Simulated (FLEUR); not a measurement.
FLEUR run on MgS (Fm-3m, 2 atoms in the cell): self-consistent single point.

Method: LDA (Perdew-Zunger), all-electron FLAPW (FLEUR), scalar-relativistic valence in FLEUR.

```
MgS
1.0
    0.00000     2.58050     2.58050
    2.58050     0.00000     2.58050
    2.58050     2.58050     0.00000
Mg S
1 1
Direct
  0.00000   0.00000   0.00000
  0.50000   0.50000   0.50000
```

Reference input (self-consistent single point, DFT, PBE, all-electron FLAPW (FLEUR), scalar-relativistic valence): Kmax = 3.5 1/bohr; GmaxXC = 14 1/bohr; xcFunctional = pbe; jspins = 1; l_soc = F; mode = hist; fermiSmearingEnergy = 0.00036749 Htr; mesh (inpgen div1-3) = 9 9 9; inpgen gamma flag = false; Gmax = 14 1/bohr; numbands = 0; maxIterBroyd = 15. This run's input differs from it in these lines:

```diff
@@ -14,2 +14,3 @@
 &comp jspins=1 /
+&exco xctyp='pz' /
 &kpt div1=9 div2=9 div3=9 /
@@ -26,3 +27,3 @@
       <coreElectrons ctail="T" frcor="F" kcrel="0" coretail_lmax="0"/>
-      <xcFunctional name="pbe" relativisticCorrections="F"/>
+      <xcFunctional name="pz" relativisticCorrections="F"/>
       <magnetism jspins="1"/>
```

Output (repeated stretches shortened):

```
 Iteration:     1   Distance:       7.65618691 me/bohr^3
 Iteration:     2   Distance:       6.91664706 me/bohr^3
 Iteration:     3   Distance:       2.87417710 me/bohr^3
 Iteration:     4   Distance:       0.89489331 me/bohr^3
 Iteration:     5   Distance:       0.49740706 me/bohr^3
   [... 4 lines left out ...]
 Iteration:    10   Distance:       0.00076901 me/bohr^3
 Iteration:    11   Distance:       0.00005156 me/bohr^3
 Iteration:    12   Distance:       0.00004740 me/bohr^3
 Iteration:    13   Distance:       0.00000278 me/bohr^3
 Run finished successfully
 Stop message:
   Structural relaxation: Done

[file out, last iteration]
             iter=     14
[...]
          total density-effective poten   -9.2504794506E+02
          total charge density-energy d   -4.0100945939E+01
 Updated energy parameters for spin:           1
[...]
 fermi energy and band-weighting factors:

[...]
FERMIE:
          first approx. to ef    (T=0)  :   0.172157 htr   (energy of the highest occ. eigenvalue)
          number of occ. states  (T=0)  :        280
          first approx. to seigv (T=0)  : -13.132734 htr
          sum of weights of occ. states :   8.000000
          sum of semicore charge        :   0.000000 e
FERHIS:  Fermi-Energy by histogram:
          bandgap                     :   0.101180 htr
   [... lines left out ...]
          charge neutrality (T=0)     :   0.000000    (zero if the highest occ. eigenvalue is "entirely" occupied)
 Direct bandgap for spin            1 :   0.13744798143455314       Htr
 ---->    free energy=                      -597.6332275084 htr
   [... lines left out ...]
      extrapolation for T->0
 ---->    total electron energy=            -597.6332275084 htr
 ***** TOTAL FORCES ON ATOMS *****
 TOTAL FORCE FOR ATOM TYPE=  1  X=  0.000   Y=  0.000   Z=  0.000
                       FX_TOT= 0.000000 FY_TOT= 0.000000 FZ_TOT= 0.000000
 TOTAL FORCE FOR ATOM TYPE=  2  X=  4.876   Y=  4.876   Z=  4.876
                       FX_TOT= 0.000000 FY_TOT= 0.000000 FZ_TOT= 0.000000
 Structural relaxation: Done
```

The run converged in 13 iterations. FLEUR gives forces in its relaxation mode, with a further iteration, so its stop message speaks of a relaxation. Against the reference run the gap on the mesh goes from 2.980 to 2.753 eV.

The starting cell has typed, rounded lattice constants, without a prior relaxation at this level. Its lattice was rescaled by a random factor within 2.5 % of one. Values depend on the basis (sphere radii, cutoffs, local orbitals), which need not be converged.
